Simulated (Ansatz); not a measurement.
The structure below was relaxed with Ansatz (an electronic-structure program) PBEsol, scalar-relativistic without spin-orbit coupling.

```
InRh
1.0
    0.00000     2.94286     2.94286
    2.94286     0.00000     2.94286
    2.94286     2.94286     0.00000
Rh In
1 1
Direct
  0.25000   0.25000   0.25000
  0.00000   0.00000   0.00000
```

Problem. Find the space group and the Wyckoff positions.

Solution. Space group F-43m (No. 216); a = 5.8857 Å, b = 5.8857 Å, c = 5.8857 Å, α = 90.00°, β = 90.00°, γ = 90.00°

```tsv
atom	site	symmetry	x	y	z
Rh	4d	-43m	0.7500	0.7500	0.7500
In	4a	-43m	0.0000	0.0000	0.0000
```

Stability against distortions was not tested. All final runs are without spin polarisation. The cell was made from InAs by this change: As → Rh; the result is a hypothetical phase, not in the database extracts checked.
